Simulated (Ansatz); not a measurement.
A relaxation of cell and atoms of MnBe3 (Pm-3m, 4 atoms in the cell) with Ansatz (a quantum-chemistry and plane-wave program).

Computed with LDA (PW92), default PAW files made with PBE (plane waves; Ansatz).

The change in words: atoms on their sites; basis.ecutwfc: 420 eV → 295 eV; relax: default → cell and atoms. Reference geometry:
```
CELL_PARAMETERS angstrom
      3.23548     0.00000     0.00000
      0.00000     3.23548     0.00000
      0.00000     0.00000     3.23548
ATOMIC_POSITIONS crystal
  Be 0.01545 0.50000 0.50000
  Be 0.50000 0.00000 0.50000
  Be 0.50000 0.50000 0.00000
  Mn 0.00000 0.00000 0.00000
```
Moments meant for the start (each program seeds them in its own way; μB, in the order of the atoms Be Be Be Mn): 0.0 0.0 0.0 4.0.

Reference input (self-consistent single point, DFT, LDA (PW92), plane waves, default PAW files made with PBE): basis.ecutwfc = 420 eV; kpoints.mp_grid.grid = 8 8 8; hamiltonian.xc = lda; hamiltonian.pseudopotentials = {kind: paw} (the program's default PAW files); magnetization.spin_polarized = true; scf.occupations.method = gaussian; scf.occupations.width = 0.1 eV. This run's input differs from it in these lines:

Ansatz 0.2 input:
```diff
@@ -6,3 +6,3 @@
   atoms:
-    - { symbol: Be, position: [0.015454, 0.500000, 0.500000] }
+    - { symbol: Be, position: [0.000000, 0.500000, 0.500000] }
     - { symbol: Be, position: [0.500000, 0.000000, 0.500000] }
@@ -11,3 +11,3 @@
 basis:
-  ecutwfc: 420.0
+  ecutwfc: 295.0
 kpoints:
@@ -21,2 +21,4 @@
   occupations: { method: gaussian, width: 0.1 }
+relax:
+  cell: {}
 output:
```

Output, abridged:

```
   [... SCF lines of the steps left out ...]
relax step   1: F+E_penalty+E_count = -4106.37034968 eV  Δ(F+E_penalty+E_count) = +0.000e0 eV  max|allowed force component| = 2.658e-30 eV/Å  Δτ_max = 0.0000 Å  P = -7.023 GPa  Ω = 33.870 Å³  (15 SCF iters, dr2 threshold 1.00e-7 eV, accepted)
relax step   2: F+E_penalty+E_count = -4106.44957461 eV  Δ(F+E_penalty+E_count) = -7.922e-2 eV  max|allowed force component| = 2.527e-31 eV/Å  Δτ_max = 0.0000 Å  P = -1.595 GPa  Ω = 33.058 Å³  energy of the carried Pulay correction = +5.723e-2 eV  [...]
   [... lines left out ...]
relax step   8: F+E_penalty+E_count = -4106.40692399 eV  Δ(F+E_penalty+E_count) = -4.088e-3 eV  max|allowed force component| = 2.925e-30 eV/Å  Δτ_max = 0.0000 Å  P = -0.021 GPa  Ω = 32.447 Å³  energy of the carried Pulay correction = +4.024e-3 eV  [...]
relax step   9: F+E_penalty+E_count = -4106.39836543 eV  Δ(F+E_penalty+E_count) = +8.559e-3 eV  max|allowed force component| = 5.423e-30 eV/Å  Δτ_max = 0.0000 Å  P = -0.048 GPa  Ω = 32.447 Å³  stress off target by 4.75e-2 GPa  SCF on the basis [...]
basis re-selected at this cell: Δ(F+E_penalty+E_count) = +8.559e-3 eV, ΔP = -0.027 GPa vs the last step
the relaxation is at rest under the 48 symmetry operations that the run kept from its start: a minimum is not shown …
the relaxation's final electronic state is not compared with the one that a single-point calculation of its input finds at the relaxed geometry …
Magnetization: 0.7767 μB (10.8884 up, 10.1116 down)
   [... lines left out ...]
Absolute magnetization: 0.9430 μB (∫|ρ↑−ρ↓|, with the PAW one-centre terms)
Free energy (F): -4106.398365 eV
Fermi energy:    11.978652 eV
  cell:  # Å, volume = 32.4468 Å³
   [... lines left out ...]
  atoms:
    - { symbol: Be, position: [-1.7516561206092262e-35, 0.5000000000000001, 0.5000000000000001] }
    - { symbol: Be, position: [0.5000000000000001, -1.550138159831362e-36, 0.5000000000000001] }
    - { symbol: Be, position: [0.5000000000000001, 0.5000000000000001, -1.782658883805725e-36] }
    - { symbol: Mn, position: [2.325207239747429e-36, 3.1002763196683308e-37, 1.0075898038901623e-36] }
```

The run converged. 

Summary of the result:
* **Free energy E − TS (on the zero of these files)**: -4106.3984 eV
* **Fermi level (on the code's own zero)**: 11.98 eV
* **Pressure**: -0.05 GPa
* **Size of the cell's spin moment**: 0.78 μB
* **Final cell**: a = b = c = 3.1895 Å, α = β = γ = 90.00°
* **Final volume per atom**: 8.11 Å³
* **Relaxation steps**: 9

The starting cell comes from a database of computed structures (which also holds hypothetical and non-ambient phases and stackings), without a prior relaxation at this level. Its lattice was rescaled by up to half a per cent. The moments shrank to a small part of their start, a low-spin state that need not be the lowest. The relaxation keeps the symmetry of its start, so its end need not be a minimum. Ansatz's pressure includes its estimate of the finite-basis (Pulay) stress. Without the estimate this run gives -12.05 GPa. The cutoff lies below the one recommended for these files.
